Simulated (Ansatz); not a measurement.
MoPt (Pmma, No. 51; cell taken from a computed entry), treated with r²SCAN (plane waves, PAW; Ansatz, a first-principles code).

Run with plane-wave cutoff 560 eV, 12×20×12 k mesh (along the axes of the cell as run), Fermi–Dirac smearing 0.05 eV, no spin polarisation, scalar-relativistic PAW data made under PBE.

Computed at the level's own relaxed cell.

Task: Give the computed bulk modulus.

Result: 
- bulk modulus = 295 GPa

Note: the run has no spin polarisation, so it can have missed a magnetic state; the bulk modulus is −V dP/dV from two relaxed cells at ±2 % in volume; the relaxation could not lower the start's symmetry, so the cell can be a saddle point above a distorted one.

Spin–orbit coupling is not included.

Static lattice: no zero-point or thermal effects.
